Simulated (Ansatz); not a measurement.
# Relaxation of the atoms of Y2MgO4 (Fd-3m, 14 atoms in the cell) at several settings

```yaml
crystal:
  lattice:
    - [0.00000, 4.54622, 4.54622]
    - [4.54622, 0.00000, 4.54622]
    - [4.54622, 4.54622, 0.00000]
  atoms:
    - { symbol: Y, position: [0.12500, 0.12500, 0.12500] }
    - { symbol: Y, position: [0.62500, 0.12500, 0.12500] }
    - { symbol: Y, position: [0.12500, 0.62500, 0.12500] }
    - { symbol: Y, position: [0.12500, 0.12500, 0.62500] }
    - { symbol: Mg, position: [0.75000, 0.75000, 0.75000] }
    - { symbol: Mg, position: [0.50000, 0.50000, 0.50000] }
    - { symbol: O, position: [0.36260, 0.36260, 0.36260] }
    - { symbol: O, position: [0.91220, 0.36260, 0.36260] }
    - { symbol: O, position: [0.36260, 0.91220, 0.36260] }
    - { symbol: O, position: [0.36260, 0.36260, 0.91220] }
    - { symbol: O, position: [0.88740, 0.88740, 0.88740] }
    - { symbol: O, position: [0.33780, 0.88740, 0.88740] }
    - { symbol: O, position: [0.88740, 0.33780, 0.88740] }
    - { symbol: O, position: [0.88740, 0.88740, 0.33780] }
```

Base: PBE in Ansatz (a first-principles code). Its settings: kpoints.mp_grid.grid = 4 4 4; hamiltonian.xc = pbe; hamiltonian.pseudopotentials = {kind: paw} (the program's default PAW files); scf.occupations.method = gaussian; scf.occupations.width = 0.0073 Ry. Starting volume 13.42 Å³ per atom.

Each line gives the change from the base single point and the result:

- atoms moved at random; relax: default → atoms; relax.f_tol: default → 0.03 eV/Å: pressure 11.56 GPa; largest force (vector length) 0.013 eV/Å; relaxation steps 4; free energy against the base single point -103.6 meV/atom.
- relax: default → atoms: pressure 11.60 GPa; largest force (vector length) 0.008 eV/Å; relaxation steps 4; free energy against the base single point -103.6 meV/atom.
- atoms moved at random; relax: default → atoms; relax.f_tol: default → 0.005 eV/Å: pressure 11.58 GPa; relaxation steps 5; free energy against the base single point -103.6 meV/atom.

The starting cell was generated: these elements placed on a structure prototype, without a prior relaxation; it need not be a known phase or ordering of this composition. In the base run, forces exceed 1 eV/Å. Ansatz's pressure includes its estimate of the finite-basis (Pulay) stress.

Keys are those of Ansatz 0.2.
